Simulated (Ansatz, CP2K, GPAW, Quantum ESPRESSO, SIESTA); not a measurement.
**Code comparison for IrOs (P1, 2 atoms in the cell)**

Self-consistent single point, at a second geometry (atoms moved at random). First geometry:

```
CELL_PARAMETERS angstrom
      2.80809     0.00000     0.00000
     -1.40405     2.43188     0.00000
      0.00000     0.00000     4.46336
ATOMIC_POSITIONS crystal
  Os 0.33333 0.66667 0.00000
  Ir 0.66667 0.33333 0.50000
```

Second geometry:
```xyz
2
Lattice="2.8081 0.0000 0.0000 -1.4040 2.4319 0.0000 0.0000 0.0000 4.4634" Properties=species:S:1:pos:R:3 pbc="T T T"
Os    -0.0429     1.6169    -0.0200
Ir     1.4469     0.8150     2.2517
```

Shared settings, as Ansatz (a first-principles code) writes them: kpoints.mp_grid.grid = 13 13 8; scf.occupations.method = fermi_dirac; scf.occupations.width = 0.1 eV. Potentials and cutoffs stand in the table.

```
code                                                                                                                                      model  ΔF from the first geometry (meV/atom)  pressure (GPa)  largest force (eV/Å)       cutoff
----------------  -----------------------------------------------------------------------------------------------------------------------------  -------------------------------------  --------------  --------------------  -----------
GPAW                                                                                      PBEsol, GPAW PAW datasets PBEsol (made by gpaw-setup)                                   13.9          -29.17                 0.592       550 eV
Quantum ESPRESSO                                                                           PBEsol, GBRV 1.5 ultrasoft (PBESOL) pseudopotentials                                   14.1          -28.38                 0.602        40 Ry
CP2K                                                                 PBEsol, GPW, DZVP-MOLOPT-SR-GTH basis, GTH-PBE potentials (GTH_POTENTIALS)                                   14.4          -29.88                 0.613  grid 500 Ry
SIESTA            GGA PBEsol, numerical atomic orbitals DZP, PseudoDojo PBEsol standard norm-conserving potentials (rewritten from UPF to PSML)                                   15.3          -29.73                 0.671  grid 400 Ry
Ansatz                                                                                                          PBEsol, PAW files made with PBE                                   14.1          -27.90                 0.603       420 eV
```

On Ansatz's run: spin-orbit coupling is off. Spin polarisation is off.

The spread over the programs that give each value: ΔF from the first geometry within 1.4 meV/atom; pressure within 1.98 GPa; largest force within 0.079 eV/Å.

CP2K and SIESTA use small atom-centred bases, whose incompleteness enters pressures, forces and empty levels differently from a plane-wave cutoff. Ansatz's pressure is given at a fixed set of plane waves, as the other plane-wave codes print theirs; with its correction for the finite basis it is -27.83 GPa. In the pressure, CP2K (by 1.50) and SIESTA (by 1.35) lie more than 1 GPa from the median of the plane-wave programs. In the force vectors, SIESTA (by 0.120) lies more than 0.08 eV/Å from the median of the plane-wave programs.

The starting cell comes from a database of computed structures (which also holds hypothetical and non-ambient phases and stackings), without a prior relaxation at this level. Its lattice was rescaled by a random factor within 2.5 % of one. For this run, on top of that: atoms moved at random.

Keys are those of Ansatz 0.2.
